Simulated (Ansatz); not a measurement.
**Hypothetical Pm-3n SrB3C3: pressure series**

Start from SrB$_{3}$C$_{3}$ (space group Pm-3n, No. 223; a hypothetical phase, not in the database extracts checked).

```cif
data_C6B6Sr2
_chemical_formula_sum 'Sr2 B6 C6'
_space_group_name_H-M_alt 'P 1'
_space_group_IT_number 1
_cell_length_a 4.87913
_cell_length_b 4.87913
_cell_length_c 4.87913
_cell_angle_alpha 90.000
_cell_angle_beta 90.000
_cell_angle_gamma 90.000
loop_
_space_group_symop_operation_xyz
  'x, y, z'
loop_
_atom_site_label
_atom_site_type_symbol
_atom_site_fract_x
_atom_site_fract_y
_atom_site_fract_z
_atom_site_occupancy
Sr1 Sr 0.50000 0.50000 0.50000 1
Sr2 Sr 0.00000 0.00000 0.00000 1
B1 B 0.25000 0.00000 0.50000 1
B2 B 0.50000 0.25000 0.00000 1
B3 B 0.50000 0.75000 0.00000 1
B4 B 0.75000 0.00000 0.50000 1
B5 B 0.00000 0.50000 0.75000 1
B6 B 0.00000 0.50000 0.25000 1
C1 C 0.25000 0.50000 0.00000 1
C2 C 0.00000 0.25000 0.50000 1
C3 C 0.00000 0.75000 0.50000 1
C4 C 0.75000 0.50000 0.00000 1
C5 C 0.50000 0.00000 0.75000 1
C6 C 0.50000 0.00000 0.25000 1
```

Cell and atoms are relaxed at each pressure.

Computed with PBE in Ansatz (plane waves to 420 eV, PAW, no spin-orbit coupling).

Notes on the quantities. enthalpy: H = E + PV relative to the base's energy.

```json
[
 {"case": "base", "enthalpy": "–", "shortest interatomic distance": "1.725 Å"},
 {"case": "pressure −2 GPa", "enthalpy": "-0.10 eV/atom", "shortest interatomic distance": "1.730 Å"},
 {"case": "pressure −1 GPa", "enthalpy": "-0.05 eV/atom", "shortest interatomic distance": "1.728 Å"},
 {"case": "pressure 0.3 GPa", "enthalpy": "+0.02 eV/atom", "shortest interatomic distance": "1.724 Å"},
 {"case": "pressure 0.7 GPa", "enthalpy": "+0.04 eV/atom", "shortest interatomic distance": "1.723 Å"},
 {"case": "pressure 1.5 GPa", "enthalpy": "+0.08 eV/atom", "shortest interatomic distance": "1.721 Å"},
 {"case": "pressure 3 GPa", "enthalpy": "+0.15 eV/atom", "shortest interatomic distance": "1.718 Å"},
 {"case": "pressure 5 GPa", "enthalpy": "+0.26 eV/atom", "shortest interatomic distance": "1.713 Å"},
 {"case": "pressure 7.5 GPa", "enthalpy": "+0.38 eV/atom", "shortest interatomic distance": "1.707 Å"},
 {"case": "pressure 10 GPa", "enthalpy": "+0.51 eV/atom", "shortest interatomic distance": "1.701 Å"}
]
```

Load acts through the strain it causes; cell and atoms are relaxed under it. Whether these cells are dynamically stable was not tested. No other phases were tried under pressure. The final runs are not spin-polarised.

Ansatz is an electronic-structure program.
